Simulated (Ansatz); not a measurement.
# Ba2O (model structure, started from the Ca2N type, R-3m, No. 166, 3 atoms in the cell): properties by level of theory

```json
[
 {"level (code)": "LDA (Ansatz)", "equilibrium lattice constant a (Å)": "3.839", "c axis length (Å)": "21.283", "bulk modulus B0 (GPa)": "28.7", "cohesive energy (eV/atom)": "4.56"},
 {"level (code)": "PBE (Ansatz)", "equilibrium lattice constant a (Å)": "4.007", "c axis length (Å)": "21.688", "bulk modulus B0 (GPa)": "24.6", "cohesive energy (eV/atom)": "3.83"},
 {"level (code)": "PBEsol (Ansatz)", "equilibrium lattice constant a (Å)": "3.905", "c axis length (Å)": "21.470", "bulk modulus B0 (GPa)": "26.7", "cohesive energy (eV/atom)": "4.16"},
 {"level (code)": "r²SCAN (Ansatz)", "equilibrium lattice constant a (Å)": "3.989", "c axis length (Å)": "21.701", "bulk modulus B0 (GPa)": "27.4", "cohesive energy (eV/atom)": "3.99"}
]
```

Caveats: the bulk modulus is −V dP/dV from two relaxed cells at ±2 % in volume (LDA, PBE, PBEsol, r²SCAN). Ansatz's density-functional and Hartree–Fock values are scalar-relativistic unless marked +SOC, with PAW data made under PBE.

Free atoms are spin-polarised, in the lowest state found; at levels without +SOC their spin–orbit coupling is left out.

Static lattice: no zero-point or thermal effects.

A model structure was made by putting elements into a prototype or built by hand; it is no filed structure, need not be a known phase, and can be a saddle point held by its symmetry.

Ansatz is a first-principles code.
